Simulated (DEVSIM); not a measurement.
Device: Schottky contact on n-type Si, at 300 K.

Layer 1 from the left is Si, thickness (μm) 2.80, Nd (cm⁻³) 1.4e15, τn (s) 0.00055, τp (s) 0.00055.

Left contact: Schottky, work function 4.66 eV, emission velocity 2.6e6 cm/s. Right contact: ohmic. Voltage is applied to the left contact. Recombination: SRH at mid-gap, radiative. Mobility is μmin + (μ − μmin)/(1 + (N/Nref)^α).

Constants are typed, rounded textbook-type inputs, not results; the design itself was drawn at random and stands for no fabricated device. Values at 300 K.

Si: gap (eV) 1.124, affinity (eV) 4.05, permittivity 11.7, Nc (cm⁻³) 2.86e19, Nv (cm⁻³) 3.1e19, μn (cm²/Vs) 1417, μp (cm²/Vs) 470, μn,min 52, μp,min 45, Nref,n 9.7e16, Nref,p 2.2e17, αn 0.68, αp 0.72, B (cm³/s) 4.7e-15.

Model (solved in DEVSIM): 1D drift-diffusion, Boltzmann statistics, complete ionisation; no tunnelling, impact ionisation, image-force lowering or self-heating. Metal contacts follow the ideal Schottky-Mott rule: no Fermi-level pinning, no interface dipoles.

Dark forward current:

```csv
|V| (V),|J| (A/cm²)
0.05,0.003361
0.10,0.02610
0.15,0.1780
0.20,1.145
0.25,6.224
0.30,22.58
0.35,52.21
0.40,90.61
0.45,134.0
0.50,180.4
0.55,228.7
0.60,278.2
0.65,328.7
0.70,379.9
0.75,431.6
0.80,483.6
0.85,536.0
0.90,588.6
0.95,641.5
1.00,694.5
1.05,747.6
1.10,800.9
1.15,854.2
1.20,907.7
1.25,961.2
1.30,1015
```

Problem. Work out the local ideality factor n = ΔV / (kT/q · ln(J2/J1)) between the rows 0.15 and 0.20 V, 1.25 and 1.30 V.

Solution. kT/q = 25.85 mV. From 0.15 to 0.20 V: ln(1.145/0.1780) = 1.861, n = 1.04, near the 1 of diffusion or emission over a barrier. From 1.25 to 1.30 V: ln(1015/961.2) = 0.054, n = 35.52; the layers' resistance at their doping, Σ W/(qμN) = 0.00093 Ω cm², would take 50 mV of this step of 50 mV.

Problem. Estimate the current at 0.15 V for emission alone, J0 = q v N_band exp(−φB/kT), and read the barrier back from the simulated current.

Solution. φB = 0.610 eV, N_band = 2.86e19 cm⁻³, J0 = 0.000673 A/cm²; J = J0 (exp(qV/kT) − 1) = 0.222 A/cm². The simulation gives 0.178 A/cm²; the estimate lies 25 % above. Read backwards, the simulated current gives an apparent barrier of 0.616 eV. The estimate leaves out transport through the depletion region and minority injection.
